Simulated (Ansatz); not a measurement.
Take ZrN in the rock salt structure (space group Fm-3m, No. 225; a = 4.5522 Å) as the base. Axes: x, y, z lie along the cube axes.

Calculations: PBEsol (Ansatz, a first-principles code, PAW, scalar-relativistic without spin-orbit coupling).

Strains are applied to the cell and any free atomic positions relax; under biaxial strain the out-of-plane vector relaxes too.

One change was made to it. Results:

The energy grows by 34 meV/atom; the pressure goes from zero to -14.1 GPa.

**Question.** Which change produced these results?
A. isotropic strain +2.01 %
B. isotropic strain −4.79 %
C. biaxial strain +0.84 %, plane normal [001], relaxed out of plane

**Answer.** A, isotropic strain +2.01 %. For comparison, the energy relative to the base in the other runs: isotropic strain −4.79 % gives +0.240 eV/atom; biaxial strain +0.84 %, plane normal [001], relaxed out of plane gives +3.2 meV/atom.

Without a gap, meshes like the base's 18×18×18 leave anisotropic stresses uncertain by several tenths of a GPa, and small strain energies with them. Whether these cells are dynamically stable was not tested. All final runs are without spin polarisation. An odd electron count without spin: ZrN.
